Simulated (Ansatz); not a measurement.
The parent structure is CdTe in the zinc blende structure (space group F-43m, No. 216).

```xyz
2
Lattice="0.0000 3.2789 3.2789 3.2789 0.0000 3.2789 3.2789 3.2789 0.0000" Properties=species:S:1:pos:R:3 pbc="T T T"
Cd     0.0000     0.0000     0.0000
Te     1.6394     1.6394     1.6394
```

Cartesian axes are those of the cell as printed.

Method: r2SCAN, PAW, 500 eV (Ansatz, a first-principles code; no SOC).

Base values:

- Valence-band top at Γ: 0.00, 0.00, 0.00 eV
- Pressure: 0.00 GPa

Modification: tensile biaxial strain of 2.00 % in the plane normal to [001], as in epitaxy on a mismatched substrate; the out-of-plane cell vector and the atoms relax.

Question: What does the calculation give for the valence-band top at Γ after the change?

Answer: The valence-band top at Γ (three highest levels, from the VBM) becomes 0.00, -0.14, -0.14 eV (base: 0.00, 0.00, 0.00 eV).

Question: How does this affect the pressure?

Answer: The pressure (mean of the normal stresses, compression positive) goes from zero to -0.50 GPa.

Spin-orbit coupling, missing from the scalar runs, can matter with Te. The levels and masses belong to the bands next to the band gap. Stability against distortions was not tested.
